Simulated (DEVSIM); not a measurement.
Device: abrupt Si p-n junction, at 350 K.

Layer 1 from the left is Si, thickness (μm) 0.370, Na (cm⁻³) 2.1e17, τn (s) 0.00031, τp (s) 0.00031. Layer 2 from the left is Si, thickness (μm) 25.0, Nd (cm⁻³) 2.6e15, τn (s) 0.00031, τp (s) 0.00031.

Left contact: ohmic. Right contact: ohmic. Voltage is applied to the left contact. Recombination: SRH at mid-gap, radiative, Auger. Mobility is constant in doping.

Constants are typed, rounded textbook-type inputs, not results; the design itself was drawn at random and stands for no fabricated device. Values at 300 K; Nc and Nv go as T^1.5, mobilities as T to minus their exponent, the gap by Varshni's rule with the affinity fixed.

Si: gap (eV) 1.124, affinity (eV) 4.05, permittivity 11.7, Nc (cm⁻³) 2.86e19, Nv (cm⁻³) 3.1e19, μn (cm²/Vs) 1417, μp (cm²/Vs) 470, T exponent of μn 2.3, T exponent of μp 2.2, B (cm³/s) 4.7e-15, Cn (cm⁶/s) 2.8e-31, Cp (cm⁶/s) 9.9e-32, Varshni α (eV/K) 0.000473, Varshni β (K) 636.

Task: Estimate by hand the built-in potential, the peak field at zero bias, the capacitance at -3 V, and compare with a numerical solution.

Result: 
- Built-in potential: ni = √(Nc Nv) exp(−Eg/2kT) = 3.78e11 cm⁻³ with Eg = 1.111 eV; Vbi = kT/q ln(Na Nd/ni²) = 0.665 V; numerical 0.665 V.
- Peak field at zero bias: depletion approximation: W = √(2εVbi/(qN)) = 0.579 μm with N = 2.57e15 cm⁻³; field = 2Vbi/W = 23000 V/cm; numerical 32300 V/cm (estimate below by 29 %).
- Capacitance at -3 V: C = √(qεN / 2(Vbi + |V|)) = 7.63 nF/cm²; numerical 7.69 nF/cm² (estimate below by 0.90 %).

Model (solved in DEVSIM): 1D drift-diffusion, Boltzmann statistics, complete ionisation; no tunnelling, impact ionisation, image-force lowering or self-heating.
